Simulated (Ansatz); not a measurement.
Mg₂SnO₄ (Pbam, No. 55, 14 atoms in the cell; start mp-755856) was calculated with PBEsol (Ansatz, a program for electronic structure, plane waves, PAW).

Numerical settings: plane-wave cutoff 520 eV, 8×4×12 k mesh (along the axes of the cell as run), Fermi–Dirac smearing 0.01 eV, scalar-relativistic PAW data made under PBE.

Cell (relaxed with PBEsol):

```yaml
crystal:
  lattice:
    - [5.17121, 0.00000, 0.00000]
    - [0.00000, 9.82143, 0.00000]
    - [0.00000, 0.00000, 3.07590]
  atoms:
    - { symbol: Mg, position: [0.02106, 0.28839, 0.50000] }
    - { symbol: Mg, position: [0.97894, 0.71161, 0.50000] }
    - { symbol: Mg, position: [0.52106, 0.21161, 0.50000] }
    - { symbol: Mg, position: [0.47894, 0.78839, 0.50000] }
    - { symbol: Sn, position: [0.00000, 0.00000, 0.00000] }
    - { symbol: Sn, position: [0.50000, 0.50000, 0.00000] }
    - { symbol: O, position: [0.21707, 0.82297, 0.00000] }
    - { symbol: O, position: [0.78293, 0.17703, 0.00000] }
    - { symbol: O, position: [0.71707, 0.67703, 0.00000] }
    - { symbol: O, position: [0.28293, 0.32297, 0.00000] }
    - { symbol: O, position: [0.21127, 0.08807, 0.50000] }
    - { symbol: O, position: [0.78873, 0.91193, 0.50000] }
    - { symbol: O, position: [0.71127, 0.41193, 0.50000] }
    - { symbol: O, position: [0.28873, 0.58807, 0.50000] }
```

Question: Estimate the band gap that the calculation returns.

Answer: 
- band gap: 2.91 eV

Spin–orbit coupling is not included.

Computed values are for the static lattice.

The result took roughly 2.6 core-minutes.

A start named mp-… is a Materials Project structure, which need not be a measured phase.
